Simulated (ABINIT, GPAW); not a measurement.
A GPAW input for a self-consistent single point of Be (P6_3/mmc, 4 atoms in the cell) (DFT PBEsol, plane waves, GPAW PAW datasets PBEsol (made by gpaw-setup)):

```python
from ase import Atoms
from ase.units import GPa
from gpaw import GPAW

atoms = Atoms(['Be', 'Be', 'Be', 'Be'],
              cell=[[2.319728, 0.000000, 0.000000],
                    [-1.159864, 2.008943, 0.000000],
                    [0.000000, 0.000000, 7.463740]],
              scaled_positions=[[0.000000, 0.000000, 0.000000],
                                [0.000000, 0.000000, 0.500000],
                                [0.333333, 0.666667, 0.250000],
                                [0.666667, 0.333333, 0.750000]],
              pbc=True)

calc = GPAW(mode={'name': 'pw', 'ecut': 800},
            xc='PBEsol',
            kpts={'size': (16, 16, 5), 'gamma': True},
            occupations={'name': 'methfessel-paxton', 'width': 0.136, 'order': 0},
            nbands=-12,
            convergence={'density': 1e-05, 'energy': 1e-05},
            symmetry={'symmorphic': False, 'tolerance': 0.0005},
            maxiter=100,
            txt='-')

atoms.calc = calc

energy = atoms.get_potential_energy()
print('Energy (eV):', round(energy, 6))
forces = atoms.get_forces()
print('Forces (eV/Ang):')
print(forces.round(5))
stress = atoms.get_stress()
print('Stress (GPa, Voigt):', (stress / GPa).round(4))
```

Task: Translate this input to ABINIT.

Result: One input that does it (others would too):

```
# Be, JTH v2.0 PBE PAW
pp_dirpath "./"
pseudos "Be.GGA_PBE-JTH.xml"
acell 4.3836501914 4.3836501914 14.1044244654
rprim
         1.0000000000    0.0000000218    0.0000000000
        -0.5000000189    0.8660253929    0.0000000000
         0.0000000000    0.0000000000    1.0000000000
natom 4
ntypat 1
znucl 4
typat 1 1 1 1
xcart
         0.0000000000    0.0000000000    0.0000000000
         0.0000000000    0.0000000000    7.0522122327
        -0.0000000552    2.5309016180    3.5261061164
         2.1918250681    1.2654508568   10.5783183491
ecut 544 eV
pawecutdg 1088 eV
pawxcdev 0
ixc -116133
occopt 7
tsmear 0.136 eV
nband 13
kptopt 1
ngkpt 16 16 5
nshiftk 1
shiftk 0 0 0
nstep 50
tolvrs 1.0e-10
prtwf 0
prtden 0
enunit 1
```

Basis, cutoffs, solver keys and any potentials are the target program's own. This input uses DFT, PBEsol, plane waves, PAW (JTH v2.0 PBE PAW, files made for PBE). Both were run: pressure -11.03 GPa in GPAW and -11.14 in ABINIT.

On GPAW: the starting cell was generated: these elements placed on a structure prototype, without a prior relaxation; it need not be a known phase or ordering of this composition. Its lattice was rescaled by a random factor within 2.5 % of one. With a pressure of about -11 GPa the cell is away from its equilibrium volume at this level.

On ABINIT: the starting cell was generated: these elements placed on a structure prototype, without a prior relaxation; it need not be a known phase or ordering of this composition. Its lattice was rescaled by a random factor within 2.5 % of one. The potentials were made for another functional than the one used. With a pressure of about -11 GPa the cell is away from its equilibrium volume at this level.
